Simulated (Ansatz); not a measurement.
# Carrier properties of MgO (Fm-3m)

Input:

```
MgO
1.0
    0.00000     2.10744     2.10744
    2.10744     0.00000     2.10744
    2.10744     2.10744     0.00000
Mg O
1 1
Cartesian
  0.00000   0.00000   0.00000
  2.10744   2.10744   2.10744
```

These are HSE06, rigid bands (plane waves, PAW, scalar-relativistic; Ansatz, a program for electronic structure) values and carry that method's errors. Cell: cell and atoms relaxed with PBEsol.

* **band gap**: 6.47 eV
* **electron conductivity mass (300 K, dilute)**: 0.36 mₑ
* **hole conductivity mass (300 K, dilute)**: 2.1 mₑ
* **effective density of states N_c (300 K)**: 5.4e18 cm⁻³
* **effective density of states N_v (300 K)**: 2.8e20 cm⁻³
* **density-of-states mass, electrons**: 0.36 mₑ
* **density-of-states mass, holes**: 4.9 mₑ
* **Seebeck coefficient, n-type 1e19 cm⁻³, 300 K**: -175 μV/K
* **best n-type power factor at 300 K for τ = 10 fs (best axis; densities from 1e16 to 1e21 cm⁻³ tried, whether or not they can be reached)**: 2.4 μW/(cm·K²) at 3e19 cm⁻³
* **Seebeck coefficient, p-type 1e19 cm⁻³, 300 K**: 499 μV/K

Rigid bands; masses and Seebeck coefficients take one relaxation time τ for all states and one kind of carrier; polarons and phonon drag are left out. Spin-orbit coupling is left out. Geometry: cell and atoms relaxed with PBEsol.
